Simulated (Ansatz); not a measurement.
Band gap of BaH2 (Pnma, No. 62) at several levels of theory

No measured value is used here.

```
level (code)        value (eV)  cell (Å³/atom)
------------------  ----------  --------------
LDA (Ansatz)              2.40           16.93
PBEsol (Ansatz)           2.58           17.54
r²SCAN-D4 (Ansatz)           …           18.17
HSE06 (Ansatz)            3.88           18.50
PBE0 (Ansatz)             4.59           18.50
```

Fill in the missing entries.


- r²SCAN-D4 (Ansatz, an electronic-structure program), value (eV): 3.33

Computed values are for a static lattice. Spin–orbit coupling is included only where a level's name says +SOC; with heavier elements it mostly lowers gaps and can invert bands.  LDA, PBEsol, r²SCAN-D4, HSE06, PBE0: the gap is read on the k mesh or supercell of the run alone and can be too large. Values are at the level's own relaxed cell; HSE06 at the r²SCAN cell; PBE0 at the r²SCAN cell. K meshes differ between the levels. Ansatz's density-functional and Hartree–Fock values are scalar-relativistic unless marked +SOC, with PAW data made under PBE.
